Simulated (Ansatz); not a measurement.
This Ansatz (a program for electronic structure) input is the reference run, Sn in the diamond structure (space group Fd-3m, No. 227; relaxed with 0.1 eV smearing), computed with Ansatz PBE, no spin-orbit coupling, earlier PAW set:

Ansatz 0.2 input:
```yaml
crystal:
  lattice:
    - [0, 3.3278984976, 3.3278984976]
    - [3.3278984976, 0, 3.3278984976]
    - [3.3278984976, 3.3278984976, 0]
  atoms:
    - { symbol: Sn, position: [0.5, 0.5, 0.5] }
    - { symbol: Sn, position: [0.75, 0.75, 0.75] }
basis: { ecutwfc: 420, ecutrho_ratio: 4, xc_grid: 2, fft_grid_basis: typed }
kpoints: { mp_grid: { grid: [15, 15, 15] } }
hamiltonian:
  xc: pbe
  dispersion: none
  pseudopotentials: { azcp: { folder: ./paw }, kind: paw }
scf: { occupations: { method: fermi_dirac, width: 0.1 } }
relax: { f_tol: 0.005, max_steps: 30, cell: { stress_tol: 0.01 } }
output: { forces: true, stress: true }
checkpoint: { write: state.ck, write_every: 1000 }
```

Task: Write the input for this change: an isotropic linear strain of +1.21 %; the atoms relax in the strained cell.

Result: 
Ansatz 0.2 input:
```yaml
crystal:
  lattice:
    - [0, 3.3681660694, 3.3681660694]
    - [3.3681660694, 0, 3.3681660694]
    - [3.3681660694, 3.3681660694, 0]
  atoms:
    - { symbol: Sn, position: [0.5, 0.5, 0.5] }
    - { symbol: Sn, position: [0.75, 0.75, 0.75] }
basis: { ecutwfc: 420, ecutrho_ratio: 4, xc_grid: 2, fft_grid_basis: typed }
kpoints: { mp_grid: { grid: [15, 15, 15] } }
hamiltonian:
  xc: pbe
  dispersion: none
  pseudopotentials: { azcp: { folder: ./paw }, kind: paw }
scf: { occupations: { method: fermi_dirac, width: 0.1 }, convergence: { dr2_threshold: 0.0000000002 } }
relax: { f_tol: 0.005, max_steps: 50 }
output: { forces: true, stress: true }
checkpoint: { write: state.ck, write_every: 1000 }
```
This is the input that was run.

Whether these cells are dynamically stable was not tested.
